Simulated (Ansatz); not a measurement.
Take ZnS in the zinc blende structure (space group F-43m, No. 216; a = 5.443 Å) as the base.

The values are results of Ansatz (an electronic-structure program), PBE, PAW, cutoff 420 eV, no SOC, not measurements.

Base values:

| Property | Value |
|---|---|
| Band gap | 2.02 eV |

It is then changed as follows: every lattice vector is stretched by 1.00 %; the atoms relax in the strained cell.

**Question.** How does this affect the band gap?

**Answer.** The band gap shrinks by 0.13 eV to 1.89 eV.

Whether these cells are dynamically stable was not tested.
